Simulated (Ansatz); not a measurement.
For Al (P6₃/mmc, No. 194, 4 atoms in the cell; start mp-1183144; another form than the element's usual one), PBEsol (Ansatz, an electronic-structure program, plane waves, PAW) gives:

| Item | Value |
|---|---|
| lattice parameter a | 2.834 Å |
| c axis length | 9.338 Å |
| bulk modulus B0 | 81.8 GPa |
| cohesive energy | 3.80 eV/atom |

**Question.** What does r²SCAN in Ansatz (plane waves, PAW) give for the same quantities?

**Answer.** 
- lattice constant a: 2.820 Å (decreases by 0.5 %)
- lattice parameter c: 9.271 Å (drops by 0.7 %)
- bulk modulus: 91.2 GPa (rises by 11 %)
- cohesive energy: 3.58 eV/atom (falls by 0.22 eV/atom)

Changes are worked out from the printed values.

Unless a cell is named, each level is at its own relaxed cell (PBEsol 16.23, r²SCAN 15.97 Å³/atom).

Caveats: the bulk modulus is −V dP/dV from two relaxed cells at ±2 % in volume (PBEsol, r²SCAN); the relaxation could not lower the start's symmetry, so the cell can be a saddle point above a distorted one (PBEsol, r²SCAN). Ansatz's density-functional and Hartree–Fock values are scalar-relativistic unless marked +SOC, with PAW data made under PBE.

A start named mp-… is a Materials Project structure, which need not be a measured phase.
